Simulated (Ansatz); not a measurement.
The reference is BaO in the rock salt structure (space group Fm-3m, No. 225; a = 5.574 Å).

(Cell as relaxed with PBE.)

Levels (all Ansatz, a program for electronic structure, PAW): PBE (420 eV, no SOC); PBEsol (420 eV, no SOC).

Each level relaxes its own structure.

| base | PBE | PBEsol |
|---|---|---|
| volume per atom | 21.64 Å³ | 20.68 Å³ |
| lattice parameter a | 5.574 Å | 5.490 Å |
| band gap | 2.10 eV | 1.84 eV |

One thing is altered: every Ba is replaced by Ca, then cell and atoms are relaxed.

```csv
quantity,PBE,PBEsol
electron mass,"1.4 mₑ along k, 0.44 mₑ across (at X)",[?]
shift of the gap caused by the change,+1.56 eV,[?]
lattice parameter a,4.831 Å,[?]
```

Q: What does PBEsol give?

A: 
- electron mass, PBEsol: 1.4 mₑ along k, 0.42 mₑ across (at X)
- shift of the gap caused by the change, PBEsol: +1.71 eV
- lattice parameter a, PBEsol: 4.767 Å

PBE's shift of the gap caused by the change lies 0.15 eV below PBEsol's; PBE's lattice parameter a lies 0.064 Å above PBEsol's (1.3 %). Neither level is exact; PBEsol is the comparison here, not a measurement.

Effective masses come from finite differences of ±0.01 Å⁻¹. Along k means along the line from Γ to the band edge. Whether these cells are dynamically stable was not tested.
